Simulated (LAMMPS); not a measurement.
System: a slab of Ta (bcc) cut on the (-110) plane, one half shifted rigidly along [111] and [11-2] of the cubic cell, atoms relaxed along the normal alone.

Computed with machine-learned potential (static), pair style snap, file Ta06A.snap (LAMMPS).

Q: Estimate the largest energy on the line along [111], the largest energy on the surface for this model.

A: largest energy on the line along [111]: 1140 mJ/m²; largest energy on the surface: 1800 mJ/m².
